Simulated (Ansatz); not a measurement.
An Ansatz (a quantum-chemistry and plane-wave program) run: SnO with a change (x(Si) = 0.25, 8 atoms, Amm2); Ansatz, PBEsol-D3(BJ), PAW, cutoff 420 eV, without spin-orbit coupling.

Input:

Ansatz 0.2 input:
```yaml
crystal:
  lattice:
    - [3.7503065147, 0, 0]
    - [0, 3.4892837241, 4.461691312]
    - [0, -3.4892837241, 4.461691312]
  atoms:
    - { symbol: Si, position: [0.5, 0.898144028, 0.898144028] }
    - { symbol: Sn, position: [0.5, 0.3667433996, 0.3667433996] }
    - { symbol: Sn, position: [0, 0.3818470521, 0.8919561479] }
    - { symbol: Sn, position: [0, 0.8919561479, 0.3818470521] }
    - { symbol: O, position: [0, 0.9576986108, 0.9576986108] }
    - { symbol: O, position: [0, 0.5027502852, 0.5027502852] }
    - { symbol: O, position: [0.5, 0.7833055265, 0.2175549499] }
    - { symbol: O, position: [0.5, 0.2175549499, 0.7833055265] }
basis: { ecutwfc: 420, ecutrho_ratio: 4, xc_grid: 2, fft_grid_basis: typed }
kpoints: { mp_grid: { grid: [12, 9, 9] } }
hamiltonian:
  xc: pbesol
  dispersion: d3bj
  pseudopotentials: { kind: paw }
scf: { occupations: { method: fermi_dirac, width: 0.05 }, convergence: { dr2_threshold: 0.0000000008 } }
output: { forces: true, stress: true }
checkpoint: { write: state.ck, write_every: 1000 }
```

Output (explanatory and most iteration lines left out):

```
Pseudopotential: Si, paw, valence charge 4
Pseudopotential: Sn, paw, valence charge 14
Pseudopotential: O, paw, valence charge 6
Crystal: 8 atoms, lattice volume = 116.770 Å³
Basis set: ecut = 420 eV, 2293 PW (Γ), exchange–correlation on 54×80×80 points (8 copies of the dense FFT grid, shifted against one another)
Bands: 43, of which v1, the nominal top of the filled ones, is band 35 counted from 1 (34 counted from 0)
Symmetry: 4 space group operations
Space group: Amm2 (ITA 38), of the structure as read, at distance tolerance 4.9e-5 Å
k-points: 175 of 972 (time reversal used)
Functional: x = pbesol(κ = 0.804, μ = 0.12345679012345678), c = pbesol(β = 0.046)
SCF iter   1: F=—  HF=-20716.552051 eV  |F-HF|=—  |Δ(HF+E_count)|=         —  Δρ=1.65e-2  dr2=2.90e-1  ethr=1.77e-3  ⟨swp⟩=7.1  Hψ=32872  notcnv=0  defer=41
SCF iter   2: F=—  HF=-20716.486124 eV  |F-HF|=—  |Δ(HF+E_count)|=   6.59e-2  Δρ=3.13e-3  dr2=1.48e-2  ethr=4.15e-4  ⟨swp⟩=2.0  Hψ=12057  notcnv=0  defer=373
SCF 1 converged in 12 iterations: F = -20716.483572 eV  dr2 = 2.97e-10
SCF converged after 12 iterations
Free energy (F): -20716.483572 eV
Internal energy: -20716.475605 eV  (E = F + TS)
E sigma→0 (E₀):  -20716.479588 eV
Entropy (-TS):   -0.007968 eV (-0.996 meV/atom)
Fermi energy:    11.345541 eV
  E_disp       = -1.834245  (pairwise vdW)
--- Forces (eV/Å), atoms counted from 1 ---
  atom   1  Si     0.00000000     0.00000000    -0.00028607
  atom   2  Sn     0.00000000     0.00000000    -0.00025001
  atom   3  Sn    -0.00000000     0.00025786     0.00056717
  atom   4  Sn    -0.00000000    -0.00025786     0.00056717
  atom   5  O      0.00000000     0.00000000    -0.00022924
  atom   6  O      0.00000000     0.00000000    -0.00002725
  atom   7  O      0.00000000    -0.00083564    -0.00017408
  atom   8  O      0.00000000     0.00083564    -0.00017408
--- Stress (GPa, compression-positive) ---
        0.003010       0.000000       0.000000
        0.000000       0.005948       0.000000
        0.000000       0.000000      -0.002892
  P = ⅓ Tr σ = 0.0020 GPa (0.020 kbar)
```

Each cell is one ordered arrangement of few atoms, which overstates ordering effects compared with a random alloy. Whether these cells are dynamically stable was not tested. All final runs are without spin polarisation. The cell was made from SnO by this change: x(Si) = 0.25, 8 atoms, Amm2.
